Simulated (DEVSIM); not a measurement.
Structure: Al/Si3N4/p-In0.53Ga0.47As capacitor, at 300 K.

```csv
layer (left to right),material,thickness (nm),Na (cm⁻³)
1,Si3N4,4.10,-
2,In0.53Ga0.47As,4100,1.9e16
```

Metal gate on the left, work function 4.1 eV. Fixed charge at the semiconductor interface 0 cm⁻² (in units of +e); no interface traps.

This is a model device: material constants are rounded textbook-type values typed into the input, and sizes, dopings and lifetimes were drawn at random. Values at 300 K; Nc and Nv go as T^1.5, mobilities as T to minus their exponent, the gap by Varshni's rule with the affinity fixed.

```csv
parameter,Si3N4,In0.53Ga0.47As
gap (eV),5.1,0.74
affinity (eV),2.1,4.51
permittivity,7.5,13.9
Nc (cm⁻³),-,2.1e17
Nv (cm⁻³),-,7.7e18
Varshni α (eV/K),-,0.00035
Varshni β (K),-,190
```

Simulated with DEVSIM: 1D Poisson equation in equilibrium, Boltzmann statistics, complete ionisation; no quantum confinement or tunnelling. Metal contacts follow the ideal Schottky-Mott rule: no Fermi-level pinning, no interface dipoles.

Base results: flat-band voltage (V) -0.99; threshold voltage (band bending 2φF) (V) -0.43; capacitance of the dielectric stack (μF/cm²) 1.62; minimum of the low-frequency capacitance (μF/cm²) 0.0676.

Task: What follows from this one change: substrate doping 1.9e+16 → 3.8e+15 cm^-3?

Result: flat-band voltage -0.99 → -0.95 V; threshold voltage (band bending 2φF) -0.43 → -0.50 V; capacitance of the dielectric stack little changed (1.62 μF/cm²); minimum of the low-frequency capacitance 0.0676 → 0.0345 μF/cm².

Task: What follows from this one change: temperature 300 → 500 K?

Result: flat-band voltage -0.99 → -0.80 V; threshold voltage (band bending 2φF) -0.43 → -0.52 V; capacitance of the dielectric stack little changed (1.62 μF/cm²); minimum of the low-frequency capacitance 0.0676 → 0.124 μF/cm².

Task: What follows from this one change: Si3N4 thickness 0.0041 → 0.0035 μm?

Result: flat-band voltage little changed (-0.99 V); threshold voltage (band bending 2φF) little changed (-0.44 V); capacitance of the dielectric stack 1.62 → 1.90 μF/cm²; minimum of the low-frequency capacitance little changed (0.0678 μF/cm²).
